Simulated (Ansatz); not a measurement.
SiC₂ (model structure, P4₂/mmc, No. 131, 6 atoms in the cell), treated with r²SCAN (PAW; Ansatz, a program for electronic structure).

Numerical settings: plane-wave cutoff 560 eV, 18×18×10 k mesh (along the axes of the cell as run), Fermi–Dirac smearing 0.05 eV, scalar-relativistic PAW data made under PBE.

Cell (relaxed at this level):

```
C2Si
1.0
    3.16368     0.00000     0.00000
    0.00000     3.16368     0.00000
    0.00000     0.00000     6.85194
Si C
2 4
Direct
  0.00000   0.00000   0.25000
  0.00000   0.00000   0.75000
  0.00000   0.50000   0.09928
  0.50000   0.00000   0.59928
  0.00000   0.50000   0.90072
  0.50000   0.00000   0.40072
```

### Question
Predict the bulk modulus.

### Answer

- bulk modulus = 170 GPa

The run finds no gap.

Note: the bulk modulus is −V dP/dV from two relaxed cells at ±2 % in volume; the relaxation could raise the start's symmetry but not lower it, so the cell can be a saddle point.

It cost about 7 core-minutes (a rough figure) of CPU time.

A model structure was made by putting elements into a prototype or built by hand; it is no filed structure, need not be a known phase, and can be a saddle point held by its symmetry.
